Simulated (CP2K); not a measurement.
CP2K run on CaSiAu (P-6m2, 3 atoms in the cell): self-consistent single point.

Computed with LDA (Pade form), GPW, DZVP-MOLOPT-SR-GTH basis, GTH-PADE potentials (GTH_POTENTIALS) (CP2K 2026.2).

```
CaSiAu
1.0
    4.32759     0.00000     0.00000
   -2.16379     3.74780     0.00000
    0.00000     0.00000     3.94250
Ca Si Au
1 1 1
Cartesian
  0.00000   0.00000   0.00000
  2.16380   1.24927   1.97125
  0.00000   2.49854   1.97125
```

Reference input (self-consistent single point, DFT PBEsol, GPW, DZVP-MOLOPT-SR-GTH basis, GTH-PBE potentials (GTH_POTENTIALS)): CUTOFF = 500 Ry; REL_CUTOFF = 40 Ry; SMEAR/METHOD = GAUSSIAN; SIGMA = 0.136 eV; KPOINTS/SCHEME = MACDONALD 6 6 6 0.08333333333 0.08333333333 0.08333333333; XC_FUNCTIONAL = PBE:PBESOL; Ca/BASIS_SET = DZVP-MOLOPT-SR-GTH-q10; Ca/POTENTIAL = GTH-PBE-q10; Si/BASIS_SET = DZVP-MOLOPT-SR-GTH-q4; Si/POTENTIAL = GTH-PBE-q4; Au/BASIS_SET = DZVP-MOLOPT-SR-GTH-q11; Au/POTENTIAL = GTH-PBE-q11. This run's input differs from it in these lines:

```diff
@@ -43,6 +43,3 @@
     &XC
-      &XC_FUNCTIONAL
-        &PBE
-          PARAMETRIZATION PBESOL
-        &END PBE
+      &XC_FUNCTIONAL PADE
       &END XC_FUNCTIONAL
@@ -78,3 +75,3 @@
       BASIS_SET DZVP-MOLOPT-SR-GTH-q10
-      POTENTIAL GTH-PBE-q10
+      POTENTIAL GTH-PADE-q10
     &END KIND
@@ -82,3 +79,3 @@
       BASIS_SET DZVP-MOLOPT-SR-GTH-q4
-      POTENTIAL GTH-PBE-q4
+      POTENTIAL GTH-PADE-q4
     &END KIND
@@ -86,3 +83,3 @@
       BASIS_SET DZVP-MOLOPT-SR-GTH-q11
-      POTENTIAL GTH-PBE-q11
+      POTENTIAL GTH-PADE-q11
     &END KIND
```

The program printed (abridged):

```
 SCF WAVEFUNCTION OPTIMIZATION

  Step     Update method      Time    Convergence         Total energy    Change
     1 NoMix/Diag. 0.20E+00      -     1.74660595       -74.2638799123 -7.43E+01
     2 Broy./Diag. 0.20E+00      -     0.09781260       -76.1666947916 -1.90E+00
     3 Broy./Diag. 0.20E+00      -     0.13379111       -75.0985522481  1.07E+00
     4 Broy./Diag. 0.20E+00      -     0.04382831       -74.1896971655  9.09E-01
     5 Broy./Diag. 0.20E+00      -     0.01204505       -73.9602166882  2.29E-01
     6 Broy./Diag. 0.20E+00      -     0.00890844       -74.0256084729 -6.54E-02
   [... 5 lines left out ...]
    12 Broy./Diag. 0.20E+00      -     0.00001541       -74.0653360706  1.61E-04
    13 Broy./Diag. 0.20E+00      -     0.00001110       -74.0652583659  7.77E-05
    14 Broy./Diag. 0.20E+00      -     0.00000113       -74.0652303838  2.80E-05
    15 Broy./Diag. 0.20E+00      -     0.00000076       -74.0652347298 -4.35E-06
  *** SCF run converged in    15 steps ***

  Overlap energy of the core charge distribution:               0.00000000393382
  Self energy of the core charge distribution:               -140.44332897080997
  Core Hamiltonian energy:                                     36.91401779820605
  Hartree energy:                                              40.89057807257213
  Exchange-correlation energy:                                -11.42614687678059
  Smearing free energy correction:                             -0.00035475697783
  Fermi energy:                                                 0.26913868463365

  Total energy:                                               -74.06523472978162
  Total energy (extrapolated to sigma->0):                    -74.06505735129271

                     Mulliken Population Analysis

   [... lines left out ...]

 STRESS| Analytical stress tensor [bar]
 STRESS|                        x                   y                   z
 STRESS|      x       -3.56950075178E+04  -3.23701423467E+00  -1.83310524845E-06
 STRESS|      y       -3.23701423467E+00  -3.56984728449E+04  -3.18970679879E-06
 STRESS|      z       -1.83310524845E-06  -3.18970679879E-06  -2.01799579787E+04
 STRESS| 1/3 Trace                                            -3.05244794471E+04
```

The run converged in 15 iterations. Against the reference run the pressure goes from 0.11 to -3.05 GPa.

The starting cell comes from a database of computed structures (which also holds hypothetical and non-ambient phases and stackings), without a prior relaxation at this level. Values carry the incompleteness of an atom-centred basis. With a pressure of about -3 GPa the cell is away from its equilibrium volume at this level.

Cost on one core of a shared machine: roughly 60 s.
